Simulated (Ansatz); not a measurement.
The reference is YN in the rock salt structure (space group Fm-3m, No. 225; a = 4.8562 Å).

The values are results of PBEsol (Ansatz, an electronic-structure program; PAW; 420 eV plane waves; without spin-orbit coupling), not measurements.

Before the change:

The band gap is 0.08 eV and the volume per atom is 14.31 Å³.

Perturbation: every Y is replaced by Nb, then cell and atoms are relaxed.

Tabulated Pauling electronegativity and covalent radius: Y 1.22, 1.90 Å; Nb 1.60, 1.64 Å.

Estimate the effect on the band gap and volume per atom.

The band gap changes from 0.08 eV to zero; the volume per atom falls by 3.81 Å³, from 14.31 Å³ to 10.50 Å³.

No phonon test of stability was made. The final runs are not spin-polarised. A zero or small gap of YN can be the functional's error rather than a property of the material.
